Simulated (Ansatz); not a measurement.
By PBEsol, the system below comes out a metal.

```
CELL_PARAMETERS angstrom
      2.73658     0.00000     0.00000
      0.00000     4.39490     0.00000
      1.36829     0.00000     2.36995
ATOMIC_POSITIONS crystal
  Tc 0.33333 0.75000 0.33333
  Tc 0.66667 0.25000 0.66667
```

The cell is taken as given; by PBEsol it stands under a pressure of -5.5 GPa.

The current flows along the normal of the first two printed cell vectors, the (100) plane of the conventional cell. No spin-orbit coupling; the value is a mean over 0.1 eV about the Fermi level.

Question: State the ballistic conductance per area according to PBEsol (Ansatz, a program for electronic structure).

Answer: 1.4 × 10¹⁵ S/m² for both spins.
